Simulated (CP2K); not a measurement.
Checking a run of CP2K on InTe (Fm-3m, 2 atoms in the cell). The aim is a self-consistent single point with DFT LDA (Pade form), GPW, DZVP-MOLOPT-SR-GTH basis, GTH-PADE potentials (GTH_POTENTIALS).

Cell that was meant: a = 4.3558 Å, b = 4.3558 Å, c = 4.3558 Å, α = 60.00°, β = 60.00°, γ = 60.00°.

Part of the input:

```
    &END COORD
    &KIND In
      BASIS_SET DZVP-MOLOPT-SR-GTH
      POTENTIAL GTH-PBE-q13
    &END KIND
    &KIND Te
      BASIS_SET DZVP-MOLOPT-SR-GTH
      POTENTIAL GTH-PBE-q6
    &END KIND
  &END SUBSYS
  &PRINT
```

Log, with long lists cut:

```
 GLOBAL| Method name                                                        CP2K
   [... lines left out ...]
                           19                19.000                        1.000

 Number of electrons:                                                         19
 Number of occupied orbitals:                                                 10
 Number of molecular orbitals:                                                14

 Number of orbital functions:                                                 38
 Number of independent orbital functions:                                     38
 SCF WAVEFUNCTION OPTIMIZATION

  Step     Update method      Time    Convergence         Total energy    Change
     1 NoMix/Diag. 0.30E+00      -     0.46523307       -64.4743726617 -6.45E+01
     2 Broy./Diag. 0.30E+00      -     0.05423711       -64.6426273858 -1.68E-01
     3 Broy./Diag. 0.30E+00      -     0.06055574       -64.4549825629  1.88E-01
     4 Broy./Diag. 0.30E+00      -     0.00621042       -64.3573519728  9.76E-02
     5 Broy./Diag. 0.30E+00      -     0.00034143       -64.3510238314  6.33E-03
     6 Broy./Diag. 0.30E+00      -     0.00041191       -64.3547734452 -3.75E-03
     7 Broy./Diag. 0.30E+00      -     0.00005094       -64.3563425328 -1.57E-03
     8 Broy./Diag. 0.30E+00      -     0.00004881       -64.3561618119  1.81E-04
     9 Broy./Diag. 0.30E+00      -     0.00000061       -64.3561406964  2.11E-05
  *** SCF run converged in     9 steps ***

  Overlap energy of the core charge distribution:               0.00000000000792
  Self energy of the core charge distribution:               -107.61256773641414
  Core Hamiltonian energy:                                     31.59878392974809
  Hartree energy:                                              20.75263689962597
  Exchange-correlation energy:                                 -9.09496666149149
  Smearing free energy correction:                             -0.00002712816964
  Fermi energy:                                                 0.21896660013987

  Total energy:                                               -64.35614069644723

                     Mulliken Population Analysis

   [... lines left out ...]
 STRESS|                        x                   y                   z
 STRESS|      x        3.91343685783E+03   1.51195064737E-02   1.06911273989E-02
 STRESS|      y        1.51195064737E-02   3.91346774939E+03   1.76925423753E-02
 STRESS|      z        1.06911273989E-02   1.76925423753E-02   3.91345032548E+03
 STRESS| 1/3 Trace                                             3.91345164423E+03
```

Problem. Can these results be used? Check the input.

Solution. The run is not sound. The fault is potentials made for another functional. A pseudopotential or PAW dataset holds the core screening of the functional that it was made with. To fix it, use potentials made for the functional of the run. The run converged in 9 iterations without an error; against the sound input the pressure goes from -0.83 to 0.39 GPa.

The sound input it was made from differs as follows (other fixes are possible):
```diff
-      POTENTIAL GTH-PBE-q13
+      POTENTIAL GTH-PADE-q13
-      POTENTIAL GTH-PBE-q6
+      POTENTIAL GTH-PADE-q6
```

With that input, the run converged in 9 iterations: free energy E − TS -1758.6966 eV; Fermi level (on the code's own zero) 5.74 eV; pressure -0.83 GPa (DFT LDA (Pade form), GPW, DZVP-MOLOPT-SR-GTH basis, GTH-PADE potentials (GTH_POTENTIALS)).

On the sound input: the starting cell comes from a database of published, mostly measured structures (it also holds non-ambient and calculated ones), without a prior relaxation at this level. Values carry the incompleteness of an atom-centred basis.
